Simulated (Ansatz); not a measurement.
# GePd (model structure, started from the CoSn type, P6/mmm, No. 191, 6 atoms in the cell): equilibrium lattice constant a by level of theory

No measured value is used here.

| level (code) | value (Å) |
|---|---|
| LDA (Ansatz) | 5.455 |
| PBE (Ansatz) | 5.608 |
| PBE-D3(BJ) (Ansatz) | 5.533 |
| r²SCAN (Ansatz) | 5.546 |
| r²SCAN+rVV10 (Ansatz) | 5.518 |

The crystal itself was run without spin with LDA, PBE, PBE-D3(BJ), r²SCAN, r²SCAN+rVV10; a magnetic state was not tried in these runs. PBE-D3(BJ): a distance lies near a switch of the dispersion term, which can move the cell. Cutoffs differ between the levels. Ansatz's density-functional and Hartree–Fock values are scalar-relativistic unless marked +SOC, with PAW data made under PBE.

A model structure was made by putting elements into a prototype or built by hand; it is no filed structure, need not be a known phase, and can be a saddle point held by its symmetry.

Ansatz is a program for electronic structure.
